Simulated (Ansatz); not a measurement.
## Effect of Ga → V on GaSb

Base system: GaSb in the zinc blende structure (space group F-43m, No. 216; a = 6.1114 Å).

Now apply this change: every Ga is replaced by V, then cell and atoms are relaxed.

Calculations: PBEsol (Ansatz, a quantum-chemistry and plane-wave program, PAW, scalar-relativistic without spin-orbit coupling). Settings: 13×13×13 k-points, 0.05 eV Fermi–Dirac smearing.

The volume per atom shrinks by 0.46 Å³ to 28.07 Å³ and the density shrinks by 0.46 g/cm³ to 5.11 g/cm³. The lattice parameter a falls by 0.033 Å (6.111 Å → 6.078 Å) and the space group remains F-43m (No. 216). The shortest interatomic distance falls by 0.014 Å (2.646 Å → 2.632 Å) and the band gap remains zero. The magnetic state becomes ferromagnetic (base: not spin-polarised) and the largest site moment goes from zero to 1.91 μB.

Cost of the whole job for the changed cell (relaxation, final SCF and bands): about 100 core-seconds (a rough figure).

The magnetic state is the one reached from the starting moments; the real material's order can differ, and small cells can't hold many antiferromagnetic ones. With Sb present, leaving out spin-orbit coupling can change the band edges. No phonon test of stability was made. As relaxed here, VSb is a hypothetical phase, not in the database extracts checked. Spin-polarised in the final run: VSb; the other runs are not. Gaps under 0.05 eV, about the width of the smearing, are given as zero. A zero or small gap of GaSb can be the functional's error rather than a property of the material.
